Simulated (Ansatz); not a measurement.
The parent structure is KI in the rock salt structure (space group Fm-3m, No. 225; a = 7.006 Å). Axes: x, y, z lie along the cube axes.

Structures relaxed with PBEsol (Ansatz, an electronic-structure program), no SOC.

Base:

Simulated powder pattern, Cu Kα1, λ = 1.54056 Å (kinematic, ideal powder, no thermal factors, no anomalous dispersion; the 8 strongest lines at most, above 2 %, up to 2θ = 90°):

| 2θ (°) | I/Imax (%) | hkl |
|---|---|---|
| 21.96 | 47 | (111) |
| 25.41 | 100 | (200) |
| 36.24 | 77 | (220) |
| 42.77 | 26 | (311) |
| 44.78 | 27 | (222) |
| 58.91 | 35 | (420) |
| 65.18 | 26 | (422) |
| 82.56 | 17 | (442) |

After one change:

Simulated powder pattern, Cu Kα1, λ = 1.54056 Å (kinematic, ideal powder, no thermal factors, no anomalous dispersion; the 8 strongest lines at most, above 2 %, up to 2θ = 90°):

```tsv
2θ (°)	I/Imax (%)
22.09	72
25.34	52
25.67	100
36.38	78
36.62	38
43.18	26
45.06	41
65.77	26
```

**Question.** What was done to the base?
A. biaxial strain −1.00 %, plane normal [001], relaxed out of plane
B. biaxial strain +2.00 %, plane normal [001], relaxed out of plane
C. biaxial strain −2.50 %, plane normal [001], relaxed out of plane
D. biaxial strain −2.00 %, plane normal [001], relaxed out of plane

**Answer.** A, biaxial strain −1.00 %, plane normal [001], relaxed out of plane. Its volume per atom is 42.23 Å³ against 42.98 Å³, and its space group is I4/mmm (No. 139).

Stability against distortions was not tested.
